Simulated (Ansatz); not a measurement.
A computed series for BeS: pressure series

Take BeS in the zinc blende structure (space group F-43m, No. 216; a = 4.8686 Å) as the base.

Cell and atoms are relaxed at each pressure.

Computed with r2SCAN/PAW in Ansatz (a quantum-chemistry and plane-wave program), spin-orbit coupling left out.

```json
[
 {"P (GPa)": "-1.99", "V (Å³/atom)": "14.735"},
 {"P (GPa)": "-0.99", "V (Å³/atom)": "14.576"},
 {"P (GPa)": "0.90", "V (Å³/atom)": "14.294"},
 {"P (GPa)": "2.11", "V (Å³/atom)": "14.128"},
 {"P (GPa)": "4.50", "V (Å³/atom)": "13.823"},
 {"P (GPa)": "9.00", "V (Å³/atom)": "13.322"},
 {"P (GPa)": "15.00", "V (Å³/atom)": "12.763"},
 {"P (GPa)": "22.49", "V (Å³/atom)": "12.188"},
 {"P (GPa)": "30.00", "V (Å³/atom)": "11.708"}
]
```

A third-order Birch–Murnaghan fit to these points gives V₀ = 14.43 Å³/atom, B₀ = 98 GPa and B₀′ = 3.7. At pressure 30 GPa the volume is 81.2 % of V₀.

Between the base and pressure 9 GPa the gap moves from 3.59 eV to 3.40 eV, a mean slope of -21 meV/GPa.

Load acts through the strain it causes; cell and atoms are relaxed under it. Stability against distortions was not tested. Competing high-pressure phases were not computed.
